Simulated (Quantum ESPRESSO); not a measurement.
Input and output of a self-consistent single point for Al2O3 (R-3c, 10 atoms in the cell) (Quantum ESPRESSO).

Method of the run: PBE-D3(0), PseudoDojo standard norm-conserving (PBE) pseudopotentials (plane waves; Quantum ESPRESSO).

```xyz
10
Lattice="2.3847 -1.3768 4.3397 0.0000 2.7537 4.3397 -2.3847 -1.3768 4.3397" Properties=species:S:1:pos:R:3 pbc="T T T"
Al     0.0000     0.0000     1.9255
Al     0.0000     0.0000    11.0937
Al     0.0000     0.0000     4.5841
Al     0.0000     0.0000     8.4351
O      1.6547    -0.1123     7.5945
O     -1.6547     0.1123     5.4247
O     -0.7301     1.4891     7.5945
O      0.7301    -1.4891     5.4247
O     -0.9246    -1.3768     7.5945
O      0.9246     1.3768     5.4247
```

Reference input (self-consistent single point, DFT, PBE, plane waves, PseudoDojo standard norm-conserving (PBE) pseudopotentials): ecutwfc = 85 Ry; occupations = smearing; smearing = gauss; degauss = 0.00147 Ry; potentials = {Al: Al.upf, O: O.upf}; K_POINTS = automatic 4 4 4 0 0 0; conv_thr = 1e-08 Ry; mixing_beta = 0.3. This run's input differs from it in these lines:

```diff
@@ -18,2 +18,5 @@
    degauss = 0.00147,
+   vdw_corr = 'grimme-d3',
+   dftd3_version = 3,
+   dftd3_threebody = .false.,
 /
```

Output (repeated stretches shortened):

```
     Self-consistent Calculation

     iteration #  1     ecut=    85.00 Ry     beta= 0.30

     total energy              =    -218.14926860 Ry
     estimated scf accuracy    <       1.98254110 Ry

     iteration #  2     ecut=    85.00 Ry     beta= 0.30

     total energy              =    -218.32074347 Ry
     estimated scf accuracy    <       0.18463045 Ry

     iteration #  3     ecut=    85.00 Ry     beta= 0.30

     total energy              =    -218.35623887 Ry
     estimated scf accuracy    <       0.02738957 Ry

   [... 6 blocks of this kind left out ...]

     iteration # 10     ecut=    85.00 Ry     beta= 0.30

     total energy              =    -218.35771415 Ry
     estimated scf accuracy    <       0.00000001 Ry

     iteration # 11     ecut=    85.00 Ry     beta= 0.30
     End of self-consistent calculation

     the Fermi energy is    12.2701 ev

!    total energy              =    -218.35771416 Ry
     estimated scf accuracy    <          1.8E-09 Ry
     smearing contrib. (-TS)   =      -0.00000000 Ry
     internal energy E=F+TS    =    -218.35771416 Ry

     DFT-D3 Dispersion         =      -0.11605095 Ry

     convergence has been achieved in  11 iterations

     Forces acting on atoms (cartesian axes, Ry/au):

     atom    1 type  1   force =    -0.00000000   -0.00000000    0.00164726
     atom    2 type  1   force =     0.00000000    0.00000000   -0.00164726
     atom    3 type  1   force =     0.00000000   -0.00000000   -0.00164726
     atom    4 type  1   force =    -0.00000000   -0.00000000    0.00164726
     atom    5 type  2   force =    -0.00060569    0.00104909    0.00000000
   [... lines left out ...]

     Total force =     0.004434     Total SCF correction =     0.000018

          total   stress  (Ry/bohr**3)                   (kbar)     P=       14.04
   0.00010626  -0.00000000   0.00000000           15.63       -0.00        0.00
   0.00000000   0.00010626   0.00000000            0.00       15.63        0.00
   0.00000000   0.00000000   0.00007379            0.00        0.00       10.85

   JOB DONE.
```

The run converged in 11 iterations. Against the reference run the pressure goes from 4.64 to 1.40 GPa, the largest force goes from 0.023 to 0.042 eV/Å and the gap on the mesh stays at 6.207 eV.

The starting cell comes from a database of computed structures (which also holds hypothetical and non-ambient phases and stackings), without a prior relaxation at this level. Its lattice was rescaled by a random factor within 2.5 % of one.
